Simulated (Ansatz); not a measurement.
Functionals compared on H2O on the 1x1 (110) surface of zinc-blende InP (cut with top plane In + P), one in a 2x1 cell, started at the site 'bridge In-P (span 5.2 Å)', in Ansatz (plane waves, PAW). The structure was relaxed with PBE; the other rows are single points on it, each with its references at the same level. Cutoff 420 eV (500 eV for r2SCAN). HSE06 used the coarser mesh 2x3x1.

Host crystal: zinc-blende InP, with a band gap (PBE, scalar-relativistic without spin-orbit coupling).

Set-up: 23 atoms, 8.9 Å thick at the start under the adsorbate (thin: gaps and levels are the slab's own); mesh 3x4x1; 0.01 eV smearing; dipole correction on; 8 atoms held, the rest relaxed; no symmetry held; no spin, no spin-orbit, no U, no dispersion correction. At the end it is bonded to In. In PBE it is, or lies within 0.03 eV of, the lowest of the starts that converged. These notes are the PBE run's. Adsorption energies are against H2O(g). A negative adsorption energy means that the adsorbate is more stable on the surface than in its reference.

| functional | adsorption energy (eV) | rough cost of the single point |
|---|---|---|
| PBE | -0.69 | – |
| RPBE | -0.49 | very roughly 3 core-minutes |
| r2SCAN | -0.85 | around 6 core-minutes (rough) |
| HSE06 | ? | very roughly 90 core-minutes |

Task: What belongs in the gaps?

Result: 
- HSE06, adsorption energy (eV): -0.71

Ansatz is an electronic-structure program.
